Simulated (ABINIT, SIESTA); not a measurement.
A SIESTA input for a self-consistent single point of VN (P-6m2, 2 atoms in the cell) (DFT, LDA PW92, numerical atomic orbitals DZP, PseudoDojo LDA standard norm-conserving potentials (rewritten from UPF to PSML)):

```
# files in the folder: V.psml N.psml (PseudoDojo LDA standard)
SystemName  VN
SystemLabel vn

NumberOfAtoms                2
NumberOfSpecies              2
%block ChemicalSpeciesLabel
  1 23 V
  2 7 N
%endblock ChemicalSpeciesLabel
LatticeConstant              1.0 Bohr
%block LatticeVectors
     5.166322252    0.000000000    0.000000000
    -2.583161126    4.474166595    0.000000000
     0.000000000    0.000000000    4.991428099
%endblock LatticeVectors
AtomicCoordinatesFormat      Ang
%block AtomicCoordinatesAndAtomicSpecies
     1.366951367    0.789208211    0.000000000  1
    -0.000001367    1.578418789    1.320675000  2
%endblock AtomicCoordinatesAndAtomicSpecies

XC.functional                LDA
XC.authors                   PW92
PAO.BasisSize                DZP
PAO.EnergyShift              0.01 Ry
MeshCutoff                   350 Ry
%block kgrid.MonkhorstPack
   18   0   0  0.0
    0  18   0  0.0
    0   0  16  0.0
%endblock kgrid.MonkhorstPack
OccupationFunction           FD
ElectronicTemperature        580.23 K

MaxSCFIterations             150
SCF.Mixer.Method             Broyden
SCF.Mixer.Weight             0.1
SCF.Mixer.History            8
SCF.DM.Tolerance             1.0E-05
Diag.ParallelOverK           true
WriteForces                  true
```

**Question.** Translate this input to ABINIT.

**Answer.** This is the input that was run; spellings and numerical settings could be chosen otherwise.

```
# VN, JTH v2.0 LDA PAW
pp_dirpath "./"
pseudos "V.LDA_PW-JTH.xml, N.LDA_PW-JTH.xml"
acell 5.1663224142 5.1663224142 4.9914280993
rprim
         1.0000000000   -0.0000000073    0.0000000000
        -0.4999999937    0.8660254074    0.0000000000
         0.0000000000    0.0000000000    1.0000000000
natom 2
ntypat 2
znucl 23 7
typat 1 2
xred
         0.6666666667    0.3333333333    0.0000000000
         0.3333333333    0.6666666667    0.5000000000
ecut 816 eV
pawecutdg 1633 eV
occopt 3
tsmear 0.00183747
nband 14
kptopt 1
ngkpt 18 18 16
nshiftk 1
shiftk 0 0 0
nstep 80
toldfe 1.0e-09
prtwf 0
prtden 0
prtvol 1
```

Basis settings and potentials, where a program has them, do not carry over. This input uses DFT, LDA (PW92), plane waves, PAW (JTH v2.0 LDA PAW). LDA parametrisations can differ slightly between programs.

The starting cell comes from a database of computed structures (which also holds hypothetical and non-ambient phases and stackings), without a prior relaxation at this level.
